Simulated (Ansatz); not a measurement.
Take TiSi2 (space group Cmcm, No. 63) as the base.

```
CELL_PARAMETERS angstrom
      1.77307    -6.78170     0.00000
      1.77307     6.78170     0.00000
      0.00000     0.00000     3.57984
ATOMIC_POSITIONS crystal
  Si 0.94083 0.05917 0.75000
  Si 0.05917 0.94083 0.25000
  Si 0.25028 0.74972 0.75000
  Si 0.74972 0.25028 0.25000
  Ti 0.60319 0.39681 0.75000
  Ti 0.39681 0.60319 0.25000
```

The values are results of PBE (Ansatz, a program for electronic structure), no spin-orbit coupling, not measurements.

For the base:

```
Item       Result
--------  -------
Pressure  0.0 GPa
```

One thing is altered: the cell is scaled by 1.0327 in all directions; the atoms relax in the strained cell.

**Question.** What does the calculation give for the pressure after the change?

**Answer.** The pressure (mean of the normal stresses, compression positive) goes from zero to -10.4 GPa.

**Question.** How does this affect the energy relative to the base?

**Answer.** The energy grows by 52 meV/atom.

Whether these cells are dynamically stable was not tested. All final runs are without spin polarisation.
